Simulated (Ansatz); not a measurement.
The reference is GaN in the zinc blende structure (space group F-43m, No. 216; a = 4.4979 Å).

Levels (all Ansatz, a program for electronic structure, PAW): r2SCAN (500 eV, without spin-orbit coupling); HSE06 (420 eV, no spin-orbit coupling).

Its gap is 2.17 eV with r2SCAN and 3.00 eV with HSE06.

One thing is altered: a hydrostatic pressure of 1.5 GPa.

With r2SCAN the gap becomes 2.22 eV.

Question: If the HSE06 correction stayed the same, what would the HSE06 gap be, and what does the HSE06 run give?

Answer: A rigid correction of +0.83 eV gives 3.05 eV. The HSE06 run gives 3.06 eV, so the two effects roughly add.

Single points use the geometry relaxed with r2SCAN. Load acts through the strain it causes; cell and atoms are relaxed under it. Whether these cells are dynamically stable was not tested. This is not the structure that GaN has at room temperature and ambient pressure.
